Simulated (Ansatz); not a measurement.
Amorphous Si20B4O46, 70 atoms at 2.09 g/cm³, one PBE-relaxed geometry, zone centre. Methods: PBE, scalar-relativistic without spin-orbit coupling (Ansatz, an electronic-structure program); r2SCAN, scalar-relativistic without spin-orbit coupling (Ansatz); HSE06, scalar-relativistic without spin-orbit coupling (Ansatz). Plane waves to 420 eV (r2SCAN 500 eV); exact exchange is cut at the cell's faces. At PBE the levels at the filled edge of the gap are localised (band-tail or defect states). All rungs ran without spin polarisation.

It comes from a melt-quench run on a machine-learned potential (CHGNet), relaxed afterwards by DFT. O atoms were pushed apart under 1.9 Å during the dynamics, to hinder bonds among them. The hot cell started wider than the set density and was brought back towards it in steps. It is the lowest in DFT energy of 8 quenches. It is a model cell: composition and starting density were chosen by hand, and all elements were melted together. No dispersion term was used. Its density started from a set value of 2.16 and ended at 2.09 g/cm³. The simulated quench (nominally 110 K/ps over its main leg) is rapid and tends to freeze in more defects than a deposited or slowly cooled glass has. One small periodic cell is one sample of the glass; other quenches scatter about these values. Volume and shape were free in the relaxation.

The relaxation ran on the zone centre alone. At PBE the level gap is 5.28 eV on a 2×2×2 Γ-centred mesh, and the spacing at the zone centre alone 5.30 eV.

Question: What zone-centre spacing does r2SCAN give, roughly?

Answer: 5.97 eV (+0.67 eV against PBE).

Question: What zone-centre spacing does HSE06 give, roughly?

Answer: 7.13 eV (+1.83 eV against PBE).

The highest filled and the lowest empty state spread over these numbers of atoms (participation numbers): PBE: 5.6 and 64.9; r2SCAN: 5.6 and 64.5; HSE06: 6.2 and 63.6.
